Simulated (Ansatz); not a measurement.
The parent structure is PbS in the rock salt structure (space group Fm-3m, No. 225; a = 5.9750 Å). Axes: x, y, z lie along the cube axes.

Computed with plane-wave PAW DFT at the r2SCAN level (Ansatz, a program for electronic structure, 500 eV), no spin-orbit coupling, earlier PAW set.

Base values:

The pressure is 0.00 GPa and the band gap comes out as 0.70 eV.

Modification: the symmetric strain tensor [-0.0080 -0.0006 0.0050; -0.0006 -0.0186 -0.0134; 0.0050 -0.0134 -0.0091]; the atoms relax in the strained cell.

Question: Predict the new pressure, energy relative to the base and band gap.

Answer: The pressure (mean of the normal stresses, compression positive) goes from zero to 2.26 GPa; the energy rises by 8.6 meV/atom; the band gap decreases by 0.33 eV, from 0.70 eV to 0.37 eV.

Spin-orbit coupling, missing from the scalar runs, can matter with Pb. Whether these cells are dynamically stable was not tested.
